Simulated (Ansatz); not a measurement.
Effect of pressure 5 GPa on FeNi3

Take FeNi3 in the Cu3Au type structure (space group Pm-3m, No. 221; a = 3.514 Å; ferromagnetic) as the base.

It is then changed as follows: cell and atoms relaxed at a pressure of 5 GPa.

Method: plane-wave PAW DFT at the r2SCAN level (Ansatz, a quantum-chemistry and plane-wave program, 500 eV), no spin-orbit coupling. k-mesh 13×13×13 (Γ-centred); smearing 0.05 eV (Fermi–Dirac).

| quantity | base | changed | shift |
|---|---|---|---|
| volume per atom | 10.85 Å³ | 10.61 Å³ | -0.24 Å³ |
| density | 8.87 g/cm³ | 9.07 g/cm³ | +0.20 g/cm³ |
| shortest interatomic distance | 2.485 Å | 2.466 Å | -0.0185 Å |
| enthalpy H = E + PV relative to the base's energy | – | +0.33 eV/atom | – |
| band gap | zero | zero | – |
| magnetic state | ferromagnetic | ferromagnetic | – |
| largest site moment | 3.19 μB | 3.16 μB | -0.03 μB |

Final structure:

```
FeNi3
1.0
    3.48812     0.00000     0.00000
    0.00000     3.48812     0.00000
    0.00000     0.00000     3.48812
Ni Fe
3 1
Direct
  0.00000   0.50000   0.50000
  0.50000   0.50000   0.00000
  0.50000   0.00000   0.50000
  0.00000   0.00000   0.00000
```

Other magnetic orders, which the real material may have, were not ruled out. Load acts through the strain it causes; cell and atoms are relaxed under it. Stability against distortions was not tested. Competing high-pressure phases were not computed.
